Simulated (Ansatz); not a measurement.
A computed series for SrTiO3: alloy series

Take SrTiO₃ in the cubic perovskite structure (space group Pm-3m, No. 221; a = 3.9070 Å) as the base.

The other end (x = 1) is BaTiO3 in the cubic perovskite structure (space group Pm-3m, No. 221): 12.74 Å³/atom, gap 2.17 eV; this end may not be an ambient phase.

Ba replaces a fraction x of Sr; each row is one arrangement (x, atoms in the cell, starting space group or random), fully relaxed.

The values are results of r2SCAN (Ansatz, an electronic-structure program), spin-orbit coupling left out, not measurements.

Notes on the quantities. gap character: in this cell's own zone, which can be folded; deviation of the volume from the linear: Vegard-type) interpolation.

| change | gap character | deviation of the volume from the linear | mixing energy | density |
|---|---|---|---|---|
| base | – | – | – | 5.11 g/cm³ |
| x(Ba) = 0.5, 10 atoms, P4/mmm (arrangement A) | indirect, M → Γ | 0.0 % | +1 meV/atom | 5.61 g/cm³ |
| x(Ba) = 0.5, 10 atoms, Fm-3m | direct at Γ | +0.1 % | +8 meV/atom | 5.60 g/cm³ |
| x(Ba) = 0.5, 10 atoms, P4/mmm (arrangement B) | indirect, Z → Γ | 0.0 % | +4 meV/atom | 5.61 g/cm³ |

Each cell is one ordered arrangement of few atoms, which overstates ordering effects compared with a random alloy. No phonon test of stability was made. The final runs are not spin-polarised. Many cubic perovskites are stable only at high temperature; tilts and polar distortions were not tested. This is not the structure that BaTiO3 has at room temperature and ambient pressure. Labels are those of the standard path for the cell's own space group.
